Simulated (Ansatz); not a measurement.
The starting structures come from a database of crystals and need not be the phases stable at ambient conditions.

Consider the following.

```xyz
12
Lattice="5.0747 0.0000 0.0000 0.0000 5.1011 0.0000 0.0000 0.0000 5.2834" Properties=species:S:1:pos:R:3 pbc="T T T"
Zr     1.3522     1.2801     0.1599
Zr     3.7225     3.8306     5.1235
Zr     1.3522     3.8306     2.4818
Zr     3.7225     1.2801     2.8016
O      2.7236     2.5463     1.2145
O      2.3511     5.0968     4.0689
O      2.7236     5.0968     1.4272
O      2.3511     2.5463     3.8562
O      0.3418     2.0093     1.9286
O      4.7328     4.5598     3.3548
O      0.3418     4.5598     0.7131
O      4.7328     2.0093     4.5703
```

Space group of this cell: Pca2_1. The cell is taken as given.

Transport runs along the normal of the first two printed cell vectors.

The gap is the functional's own. No spin-orbit coupling. Mid-gap values are interpolated on the energy grid.

Q: Give the band gap and the smallest decay constant κ at mid-gap that r2SCAN (Ansatz, a first-principles code) yields.

A: Gap 4.40 eV on a 6×6×6 mesh; κ = 0.402 1/Å, at the zone centre.
